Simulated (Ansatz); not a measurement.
Take ZnSe in the zinc blende structure (space group F-43m, No. 216; a = 5.666 Å) as the base. Axes: x, y, z lie along the cube axes.

Calculations: Ansatz (a program for electronic structure), r2SCAN, PAW, cutoff 500 eV, no spin-orbit coupling.

Base values:

```
Property                Value
-------------  --------------
Electron mass  0.12 mₑ (at Γ)
Band gap              1.87 eV
Pressure            -0.01 GPa
Gap character     direct at Γ
```

Perturbation: uniaxial strain ε_zz = +2.00 %, all other strain components held at zero, atoms relaxed at fixed cell.

What does the calculation give for the electron mass, band gap, pressure and gap character after the change?

The electron mass stays 0.12 mₑ (at Γ); the band gap shrinks by 0.11 eV to 1.76 eV; the pressure (mean of the normal stresses, compression positive) falls by 1.24 GPa, from -0.01 GPa to -1.25 GPa; the gap character is still direct at Γ.

Masses are band curvatures over ±0.01 Å⁻¹ around the edge. Whether these cells are dynamically stable was not tested. k-point labels follow each cell's own Brillouin zone.
